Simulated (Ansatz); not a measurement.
Defect migration in zinc-blende ZnSe: Zn vacancy, charge state -2. Level of theory: PBE, PAW (plane waves to 420 eV; Ansatz, a program for electronic structure).

Settings: 64 host sites, the relaxed PBE lattice, one k-point at (0.250, 0.250, 0.250), smearing 0.01 eV, spin-restricted, no image-charge correction. No zero-point or tunnelling terms. The charge state is imposed; whether it is stable for some Fermi level was not computed. Forms of the defect that were not tried may lie lower.

Barriers: single points on a 2×2×2 k-point mesh shifted by half a step at the bands' geometries.

Relaxed starting cell (atoms counted from 1):

```
CELL_PARAMETERS angstrom
     11.46901     0.00000     0.00000
      0.00000    11.46901     0.00000
      0.00000     0.00000    11.46901
ATOMIC_POSITIONS crystal
  Zn 0.99985 0.99964 0.50049
  Zn 0.99980 0.49973 0.00060
  Zn 0.99964 0.49997 0.50084
  Zn 0.50020 0.99969 0.00060
  Zn 0.50034 0.99953 0.50087
  Zn 0.50038 0.49999 0.00039
  Zn 0.50001 0.49962 0.50055
  Se 0.12468 0.12440 0.37388
  Se 0.11841 0.11831 0.88116
  Se 0.12527 0.62464 0.37608
  Se 0.12515 0.62627 0.87612
  Se 0.62481 0.12510 0.37601
  Se 0.62660 0.12487 0.87607
  Se 0.62551 0.62534 0.37599
  Se 0.62590 0.62575 0.87647
  Zn 0.99267 0.24459 0.24531
  Zn 0.00657 0.24501 0.75497
  Zn 0.00691 0.75437 0.24574
  Zn 0.99337 0.75583 0.75656
  Zn 0.49893 0.24838 0.24913
  Zn 0.50045 0.24865 0.75158
  Zn 0.50045 0.75087 0.24948
  Zn 0.49987 0.75107 0.75182
  Se 0.12474 0.37316 0.12526
  Se 0.12531 0.37526 0.62544
  Se 0.11863 0.88037 0.11893
  Se 0.12518 0.87529 0.62713
  Se 0.62492 0.37521 0.12594
  Se 0.62561 0.37515 0.62620
  Se 0.62666 0.87528 0.12578
  Se 0.62597 0.87561 0.62647
  Zn 0.24483 0.99235 0.24536
  Zn 0.24518 0.00642 0.75518
  Zn 0.24849 0.49889 0.24920
  Zn 0.24892 0.50023 0.75167
  Zn 0.75459 0.00663 0.24578
  Zn 0.75616 0.99286 0.75676
  Zn 0.75100 0.50036 0.24955
  Zn 0.75127 0.49981 0.75188
  Se 0.37337 0.12443 0.12525
  Se 0.37545 0.12502 0.62548
  Se 0.37549 0.62458 0.12591
  Se 0.37541 0.62528 0.62618
  Se 0.88066 0.11833 0.11899
  Se 0.87551 0.12489 0.62717
  Se 0.87553 0.62634 0.12582
  Se 0.87582 0.62573 0.62645
  Zn 0.24479 0.24450 0.99313
  Zn 0.24849 0.24822 0.49974
  Zn 0.24538 0.75415 0.00716
  Zn 0.24892 0.75069 0.50114
  Zn 0.75438 0.24496 0.00719
  Zn 0.75100 0.24860 0.50113
  Zn 0.75616 0.75584 0.99396
  Zn 0.75132 0.75112 0.50036
  Se 0.37492 0.37474 0.37561
  Se 0.37554 0.37523 0.87587
  Se 0.37548 0.87502 0.37615
  Se 0.37390 0.87524 0.87603
  Se 0.87522 0.37518 0.37608
  Se 0.87541 0.37364 0.87596
  Se 0.87549 0.87525 0.37431
  Se 0.88414 0.88370 0.88463
```
Cell charge -2.

End state 1 differs by these moves (Å; atoms that move under 0.08 Å are left out):

| atom | element | Δx | Δy | Δz |
|---|---|---|---|---|
| 1 | Zn | -0.08 | -0.06 | -0.05 |
| 2 | Zn | -0.07 | 0.07 | 0.07 |
| 3 | Zn | 0.08 | 0.04 | -0.05 |
| 9 | Se | 0.08 | 0.07 | -0.06 |
| 10 | Se | -0.08 | 0.06 | -0.08 |
| 16 | Zn | 0.08 | 0.06 | 0.06 |
| 17 | Zn | -0.08 | 0.05 | -0.04 |
| 18 | Zn | 0.00 | 2.76 | -2.76 |
| 19 | Zn | 0.08 | -0.08 | -0.06 |
| 26 | Se | 0.00 | -0.14 | 0.14 |
| 33 | Zn | 0.04 | -0.10 | -0.06 |
| 34 | Zn | -0.04 | 0.06 | 0.10 |
| 36 | Zn | 0.00 | -0.14 | 0.14 |
| 37 | Zn | -0.06 | 0.06 | -0.06 |
| 38 | Zn | 0.06 | 0.06 | -0.06 |
| 44 | Se | -0.06 | 0.06 | 0.09 |
| 46 | Se | 0.10 | 0.08 | 0.10 |
| 48 | Zn | 0.05 | 0.06 | 0.10 |
| 51 | Zn | -0.05 | -0.10 | -0.06 |
| 52 | Zn | -0.04 | 0.05 | -0.06 |
| 54 | Zn | 0.00 | -0.15 | 0.15 |
| 55 | Zn | 0.04 | 0.06 | -0.05 |
| 62 | Se | 0.06 | -0.09 | -0.06 |
| 63 | Se | -0.10 | -0.11 | -0.08 |

Question: Predict the forward and backward barriers to end state 1 from PBE, PAW.

Answer: forward 1.28 eV, backward 1.28 eV; at the saddle point atom 18 has neighbours Se at 2.35, Se at 2.74, Se at 2.78, Se at 2.84, Se at 2.90 Å. The program found a first-order saddle point.
